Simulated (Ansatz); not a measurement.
MgO (model structure, started from the CsCl type, Pm-3m, No. 221, 2 atoms in the cell; like a known high-pressure phase), treated with HSE06 in Ansatz (PAW).

Settings: plane-wave cutoff 520 eV, 10×10×10 k mesh, finite displacements, scalar-relativistic PAW data made under PBE.

Computed at the level's own relaxed cell.

```
CELL_PARAMETERS angstrom
      2.61931     0.00000     0.00000
      0.00000     2.61931     0.00000
      0.00000     0.00000     2.61931
ATOMIC_POSITIONS crystal
  Mg 0.00000 0.00000 0.00000
  O  0.50000 0.50000 0.50000
```

Harmonic phonon frequencies (cm⁻¹; i marks an imaginary mode; at Γ without the LO shift):

```json
[
 {"q point": "Γ", "frequencies": "0 0 0 121 121 121"},
 {"q point": "X", "frequencies": "233i 233i 108i 108i 578 589"},
 {"q point": "M", "frequencies": "347i 156i 365 365 533 533"}
]
```

Imaginary modes appear, so the structure is dynamically unstable at this level.

Note: the run finds an imaginary mode (347i cm⁻¹), so the cell is a saddle point at this level.

A model structure was made by putting elements into a prototype or built by hand; it is no filed structure, need not be a known phase, and can be a saddle point held by its symmetry.

Ansatz is a program for electronic structure.
